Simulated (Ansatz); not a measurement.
Given:

```xyz
2
Lattice="0.0000 2.4104 2.4368 2.4104 0.0000 2.4368 2.4104 2.4104 0.0000" Properties=species:S:1:pos:R:3 pbc="T T T"
Y      0.0000     0.0000     0.0000
N      2.4104     2.4104     2.4368
```

The numbers are results of r2SCAN, rigid bands (plane waves, PAW, scalar-relativistic; Ansatz, a quantum-chemistry and plane-wave program), not measurements. Condition of this run: biaxial stress in (001) of 3 GPa (compression positive) (the target of the relaxation). Geometry: cell and atoms relaxed with PBEsol, then loaded as said.

### Question
Predict the electron conductivity mass (n e² τ/σ) at 300 K, by direction if it differs.

### Answer
0.24 (x), 0.24 (y), 0.169 (z) mₑ.

### Question
What conductivity effective mass do dilute holes have at 300 K?

### Answer
0.39 (x), 0.39 (y), 0.95 (z) mₑ.

### Question
And the band gap?

### Answer
0.49 eV at this level; semilocal functionals usually fall short of the measured gap.

Rigid bands, one relaxation time for all states, no polarons. Spin-orbit coupling is left out; where it splits the top of the valence band it changes the hole mass and lowers the gap by about a third of the splitting. Geometry: cell and atoms relaxed with PBEsol.
